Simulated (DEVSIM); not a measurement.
Structure: Pt/SiON/p-In0.53Ga0.47As capacitor, at 300 K.

```csv
layer (left to right),material,thickness (nm),Na (cm⁻³)
1,SiON,5.10,-
2,In0.53Ga0.47As,4300,1.7e16
```

Metal gate on the left, work function 5.6 eV. Fixed charge at the semiconductor interface -3.8e11 cm⁻² (in units of +e); no interface traps.

The device is made up for the run: typed textbook-type constants, with dimensions and the other settings drawn at random. Values at 300 K.

| parameter | SiON | In0.53Ga0.47As |
|---|---|---|
| gap (eV) | 7 | 0.74 |
| affinity (eV) | 1.4 | 4.51 |
| permittivity | 5.5 | 13.9 |
| Nc (cm⁻³) | - | 2.1e17 |
| Nv (cm⁻³) | - | 7.7e18 |

DEVSIM, 1D Poisson equation in equilibrium, Boltzmann statistics, complete ionisation; no quantum confinement or tunnelling. Metal contacts follow the ideal Schottky-Mott rule: no Fermi-level pinning, no interface dipoles.

The SiON thickness was swept, all else fixed.

```json
[
 {"SiON thickness (μm)": "0.002", "flat-band voltage (V)": "0.53", "threshold voltage (band bending 2φF) (V)": "1.07", "minimum of the low-frequency capacitance (μF/cm²)": "0.0653", "capacitance of the dielectric stack (μF/cm²)": "2.43"},
 {"SiON thickness (μm)": "0.0028", "flat-band voltage (V)": "0.54", "threshold voltage (band bending 2φF) (V)": "1.09", "minimum of the low-frequency capacitance (μF/cm²)": "0.0641", "capacitance of the dielectric stack (μF/cm²)": "1.74"},
 {"SiON thickness (μm)": "0.0036", "flat-band voltage (V)": "0.55", "threshold voltage (band bending 2φF) (V)": "1.11", "minimum of the low-frequency capacitance (μF/cm²)": "0.0639", "capacitance of the dielectric stack (μF/cm²)": "1.35"},
 {"SiON thickness (μm)": "0.0043", "flat-band voltage (V)": "0.56", "threshold voltage (band bending 2φF) (V)": "1.13", "minimum of the low-frequency capacitance (μF/cm²)": "0.0632", "capacitance of the dielectric stack (μF/cm²)": "1.13"},
 {"SiON thickness (μm)": "0.0051", "flat-band voltage (V)": "0.57", "threshold voltage (band bending 2φF) (V)": "1.15", "minimum of the low-frequency capacitance (μF/cm²)": "0.0623", "capacitance of the dielectric stack (μF/cm²)": "0.955"},
 {"SiON thickness (μm)": "0.0061", "flat-band voltage (V)": "0.58", "threshold voltage (band bending 2φF) (V)": "1.17", "minimum of the low-frequency capacitance (μF/cm²)": "0.0622", "capacitance of the dielectric stack (μF/cm²)": "0.798"}
]
```

From the first row to the last the flat-band voltage goes from 0.53 to 0.58. From the first row to the last the threshold voltage (band bending 2φF) goes from 1.07 to 1.17.
